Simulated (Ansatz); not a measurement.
La3Pb (Pm-3m), PBEsol, DFPT electron-phonon coupling, linearised Boltzmann equation in Ansatz (a program for electronic structure): phonon-limited resistivity 85.1 μΩ·cm at 300 K, 113 μΩ·cm at 400 K, current-weighted mean free path 1.58 nm.

Task: Estimate the resistivity of a 40 nm square wire with diffuse walls from ρ ≈ ρ₀(1 + 3ℓ/4d).

Result: 1 + 0.75 × 1.58/40 = 1.03, so ρ ≈ 87.6 μΩ·cm and a line 1 μm long has 548 Ω. The formula is the free-electron limit for d well above ℓ; grain boundaries add to it.

Task: What is the classical skin depth at 1 GHz (nonmagnetic, μ₀ = 1.257×10⁻⁶ H/m)?

Result: δ = √(ρ/(π f μ₀)) = 14700 nm.

Task: Estimate the electronic thermal conductivity at 300 K by the Wiedemann-Franz law (L₀ = 2.44×10⁻⁸ W·Ω/K²).

Result: L₀T/ρ = 2.44×10⁻⁸ × 300/(85.1×10⁻⁸) = 8.60 W/(m·K). Inelastic scattering puts the true Lorenz number somewhat under L₀ near and below the Debye temperature.

A metal at this level (no band gap). Only scattering by harmonic phonons is included (no impurities, grain boundaries, electron-electron scattering or thermal expansion). Spin-orbit coupling is left out, which matters with elements this heavy. Values near or above 100 μΩ·cm, or paths under about 2 nm, lie near resistivity saturation, where the Boltzmann equation overshoots. Halving the electron mesh (16x16x16) moves the resistivity by up to 5 % at 300 K, the mean free path by up to 4 %. Smearing 0.20 eV; phonons on a 3x3x3 q mesh, which this run doesn't test.

Computed structure with no diffraction record at hand here (it may be known, metastable or hypothetical): La3Pb (Pm-3m).
